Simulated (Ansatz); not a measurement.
The starting structures come from a database of crystals and need not be the phases stable at ambient conditions.

By PBEsol, the system below comes out a metal.

Without scattering a metal conducts by its projected Fermi surface.

Data:

```
CELL_PARAMETERS angstrom
      5.24660     0.00000     0.00000
      0.00000     9.78204     0.00000
      0.00000     0.00000     4.02254
ATOMIC_POSITIONS crystal
  Si 0.00000 0.00000 0.00000
  Si 0.50000 0.50000 0.00000
  Si 0.62975 0.13639 0.50000
  Si 0.37025 0.86361 0.50000
  Si 0.12975 0.36361 0.50000
  Si 0.87025 0.63639 0.50000
  Ru 0.00000 0.50000 0.00000
  Ru 0.50000 0.00000 0.00000
  Ru 0.84253 0.22695 0.00000
  Ru 0.15747 0.77305 0.00000
  Ru 0.34253 0.27305 0.00000
  Ru 0.65747 0.72695 0.00000
  Ru 0.66586 0.39058 0.50000
  Ru 0.33414 0.60942 0.50000
  Ru 0.16586 0.10942 0.50000
  Ru 0.83414 0.89058 0.50000
```

Space group of this cell: Pbam. The cell is taken as given; by PBEsol its mean pressure is -3.0 GPa.

The current flows along the normal of the first two printed cell vectors. No spin-orbit coupling; the value is a mean over 0.1 eV about the Fermi level.

Give the ballistic conductance per area that PBEsol in Ansatz (an electronic-structure program) yields.

0.62 × 10¹⁵ S/m² for both spins.
